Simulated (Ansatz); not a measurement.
The starting structures come from a database of crystals and need not be the phases stable at ambient conditions.

The decay constant κ of evanescent states in the gap governs leakage through a thin film.

Here is the system:

```yaml
crystal:
  lattice:
    - [7.55126, 0.00000, 0.00000]
    - [-3.18224, 6.84798, 0.00000]
    - [2.15576, 3.37894, 4.06437]
  atoms:
    - { symbol: Ba, position: [0.12630, 0.87370, 0.75000] }
    - { symbol: Ba, position: [0.87370, 0.12630, 0.25000] }
    - { symbol: W, position: [0.62104, 0.37896, 0.75000] }
    - { symbol: W, position: [0.37896, 0.62104, 0.25000] }
    - { symbol: O, position: [0.43242, 0.83546, 0.34195] }
    - { symbol: O, position: [0.56758, 0.16454, 0.65805] }
    - { symbol: O, position: [0.16454, 0.56758, 0.15805] }
    - { symbol: O, position: [0.83546, 0.43242, 0.84195] }
    - { symbol: O, position: [0.76896, 0.68278, 0.38367] }
    - { symbol: O, position: [0.23104, 0.31722, 0.61633] }
    - { symbol: O, position: [0.31722, 0.23104, 0.11633] }
    - { symbol: O, position: [0.68278, 0.76896, 0.88367] }
```

Space group of this cell: C2/c. The cell is taken as given; by r2SCAN its mean pressure is -7.7 GPa.

Transport runs along the normal of the first two printed cell vectors.

The gap is the functional's own. No spin-orbit coupling. Mid-gap values are interpolated on the energy grid.

**Question.** State the band gap and the smallest decay constant κ at mid-gap according to r2SCAN run with Ansatz (an electronic-structure program).

**Answer.** Gap 4.78 eV on a 6×6×8 mesh; κ = 0.473 1/Å, at (0.500, 0.500) of the in-plane reciprocal vectors. At the zone centre, at the nearest computed energy, the slowest state has κ = 0.54 1/Å.
